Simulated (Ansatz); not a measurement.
# Response to strain in Mg2Sn

The parent structure is Mg$_{2}$Sn (space group Fm-3m, No. 225; a = 6.747 Å; relaxed with 0.1 eV smearing). Axes: x, y, z lie along the cube axes.

Strains are applied to the cell and any free atomic positions relax; under biaxial strain the out-of-plane vector relaxes too.

Method: PBEsol/PAW in Ansatz (a quantum-chemistry and plane-wave program), no SOC.

Notes on the quantities. energy relative to the base: free energy F; in-plane stress: mean in-plane stress (compression positive).

```tsv
case	energy relative to the base	in-plane stress	volume per atom
base	0 meV/atom	–	25.60 Å³
biaxial strain −3.00 %, plane normal [001], relaxed out of plane	+13 meV/atom	+2.8 GPa	24.61 Å³
biaxial strain −2.00 %, plane normal [001], relaxed out of plane	+5.6 meV/atom	+1.8 GPa	24.94 Å³
biaxial strain −1.50 %, plane normal [001], relaxed out of plane	+3.1 meV/atom	+1.3 GPa	25.11 Å³
biaxial strain −1.00 %, plane normal [001], relaxed out of plane	+1.4 meV/atom	+0.9 GPa	25.27 Å³
biaxial strain −0.50 %, plane normal [001], relaxed out of plane	+0.3 meV/atom	+0.4 GPa	25.43 Å³
biaxial strain +0.50 %, plane normal [001], relaxed out of plane	+0.3 meV/atom	-0.4 GPa	25.76 Å³
biaxial strain +1.50 %, plane normal [001], relaxed out of plane	+2.9 meV/atom	-1.2 GPa	26.08 Å³
biaxial strain +2.00 %, plane normal [001], relaxed out of plane	+5.0 meV/atom	-1.5 GPa	26.24 Å³
biaxial strain +2.50 %, plane normal [001], relaxed out of plane	+7.7 meV/atom	-1.8 GPa	26.40 Å³
```

No phonon test of stability was made.
